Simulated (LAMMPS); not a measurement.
Cu (fcc) at 100 K and zero pressure, started from the crystal, with several potentials, in cells of their own sizes.

Potentials compared:
- EAM-type AlCu.adp: classical MD, pair style adp, file AlCu.adp (LAMMPS); Apostol and Mishin, Phys Rev B 83, 054116 (2011)
- EAM-type AlCu.eam.alloy: classical MD, pair style eam/alloy, file AlCu.eam.alloy (LAMMPS); Cai and Ye, Phys Rev B, 54, 8398-8410 (1996)
- EAM-type CuNi.eam.alloy: classical MD, pair style eam/alloy, file CuNi.eam.alloy (LAMMPS); Onat and Durukanoglu, J Phys Cond Matt, 26, 035404 (2014)
- EAM-type CuZr_mm.eam.fs: classical MD, pair style eam/fs, file CuZr_mm.eam.fs (LAMMPS)
- EAM-type Cu_mishin1.eam.alloy: classical MD, pair style eam/alloy, file Cu_mishin1.eam.alloy (LAMMPS); Mishin, Phys Rev B, 63, 224106 (2001)
- EAM-type Cu_zhou.eam.alloy: classical MD, pair style eam/alloy, file Cu_zhou.eam.alloy (LAMMPS); Zhou et al, Acta Mater, 49, 4005 (2001)
- EAM-type smf7: classical MD, pair style eam, the elements' _smf7.eam files (smf7) (LAMMPS); Foiles, Phys Rev B 32, 7685 (1985)
- EAM-type universal-3 set of Foiles, Baskes and Daw: classical MD, pair style eam, the elements' _u3.eam files (universal-3 set of Foiles, Baskes and Daw) (LAMMPS); Foiles et al, Phys Rev B, 33, 7983 (1986)
- MEAM AlSiMgCuFe.meam: classical MD, pair style meam, file AlSiMgCuFe.meam (LAMMPS); Jelinek, Groh, Horstemeyer, Houze, Kim, Wagner, Moitra and Baskes, Phys Rev B, 85, 245102 (2012)
- MEAM library.meam-Cu: classical MD, pair style meam, file library.meam (library.meam-Cu) (LAMMPS); Baskes, Phys Rev B, 46, 2727-2742 (1992)
- SNAP Cu_Zuo_JPCA2020.quadratic.snap: MD with a machine-learned potential, pair style snap, file Cu_Zuo_JPCA2020.quadratic.snap (LAMMPS); Y. Zuo, C. Chen, X, Li, Z. Deng, Y. Chen, J. Behler, G. Csányi, A. V. Shapeev, A. P. Thompson, M. A. Wood, S. P. Ong, "Performance and Cost Assessment of Machine Learning Interatomic Potentials" J. Phys. Chem. A 124, 4, 731-745 (2020)
- SNAP Cu_Zuo_JPCA2020.snap: MD with a machine-learned potential, pair style snap, file Cu_Zuo_JPCA2020.snap (LAMMPS); Y. Zuo, C. Chen, X, Li, Z. Deng, Y. Chen, J. Behler, G. Csányi, A. V. Shapeev, A. P. Thompson, M. A. Wood, S. P. Ong, "Performance and Cost Assessment of Machine Learning Interatomic Potentials" J. Phys. Chem. A 124, 4, 731-745 (2020)
- bond-order AlCu.bop.table: classical MD, pair style bop, file AlCu.bop.table (LAMMPS); Zhou, Ward, and Foster, Phys. Chem. Chem. Phys., under consideration

```
potential                                                                         state                    volume   first peak of g(r)       coordination number  mean phonon frequency  rough cost (ms per atom and simulated ps)
--------------------------------------------------  -----------------------------------  ------------------------  -------------------  ------------------------  ---------------------  -----------------------------------------
bond-order AlCu.bop.table                           crystal; no diffusion seen in 15 ps  11.8338 ± 0.0002 Å³/atom  2.55 Å, height 13.2  12.0 (counted to 3.06 Å)                5.4 THz                                  30 to 100
EAM-type AlCu.adp                                   crystal; no diffusion seen in 30 ps  11.8642 ± 0.0001 Å³/atom  2.55 Å, height 12.8  12.0 (counted to 3.06 Å)                5.0 THz                                     1 to 3
EAM-type AlCu.eam.alloy                             crystal; no diffusion seen in 30 ps  11.8726 ± 0.0001 Å³/atom  2.55 Å, height 12.4  12.0 (counted to 3.06 Å)                4.9 THz                                     1 to 3
EAM-type CuNi.eam.alloy                             crystal; no diffusion seen in 30 ps  11.8644 ± 0.0001 Å³/atom  2.55 Å, height 12.4  12.0 (counted to 3.10 Å)                4.9 THz                                   0.3 to 1
EAM-type CuZr_mm.eam.fs                             crystal; no diffusion seen in 30 ps  12.0832 ± 0.0001 Å³/atom  2.58 Å, height 13.2  12.0 (counted to 3.10 Å)                4.9 THz                                     1 to 3
EAM-type Cu_mishin1.eam.alloy                       crystal; no diffusion seen in 30 ps  11.8634 ± 0.0001 Å³/atom  2.55 Å, height 12.8  12.0 (counted to 3.10 Å)                5.1 THz                                     1 to 3
EAM-type Cu_zhou.eam.alloy                          crystal; no diffusion seen in 30 ps  11.8370 ± 0.0001 Å³/atom  2.55 Å, height 12.2  12.0 (counted to 3.06 Å)                4.7 THz                                     1 to 3
EAM-type smf7                                       crystal; no diffusion seen in 30 ps  11.8714 ± 0.0001 Å³/atom  2.55 Å, height 12.5  12.0 (counted to 3.10 Å)                4.9 THz                                   0.3 to 1
EAM-type universal-3 set of Foiles, Baskes and Daw  crystal; no diffusion seen in 30 ps  11.8677 ± 0.0001 Å³/atom  2.55 Å, height 12.5  12.0 (counted to 3.10 Å)                4.9 THz                                     1 to 3
MEAM AlSiMgCuFe.meam                                crystal; no diffusion seen in 30 ps  11.9150 ± 0.0001 Å³/atom  2.57 Å, height 12.3  12.0 (counted to 3.10 Å)                4.9 THz                                   10 to 30
MEAM library.meam-Cu                                crystal; no diffusion seen in 30 ps  11.9110 ± 0.0001 Å³/atom  2.56 Å, height 12.0  12.0 (counted to 3.06 Å)                4.8 THz                                    3 to 10
SNAP Cu_Zuo_JPCA2020.quadratic.snap                 crystal; no diffusion seen in 15 ps  12.0855 ± 0.0004 Å³/atom  2.58 Å, height 12.8  12.0 (counted to 3.14 Å)                      -                                  30 to 100
SNAP Cu_Zuo_JPCA2020.snap                           crystal; no diffusion seen in 15 ps  12.0404 ± 0.0003 Å³/atom  2.57 Å, height 12.5  12.0 (counted to 3.10 Å)                4.8 THz                                 100 to 300
```

Costs are rough: whole-run CPU time with set-up and analysis, from shared machines, in bands a factor of about three wide.

Caution: the potential MEAM library.meam-Cu is a first-neighbour MEAM set with a 4 Å cutoff, used here without a parameter file and away from the static properties it was fitted to.

States go by the mean squared displacement: a species diffuses where it passes 1.5 Å², still rises and gives D over 1e-6 cm²/s; a crystal has left its structure where atoms lie 0.35 Å off their sites on average or a cubic box changes its shape by 3 %, or the axial ratios of another lie 8 % off the starting cell's, which the potential's own relaxation can also do.

Uncertainties are statistical and leave out the potential's own error.
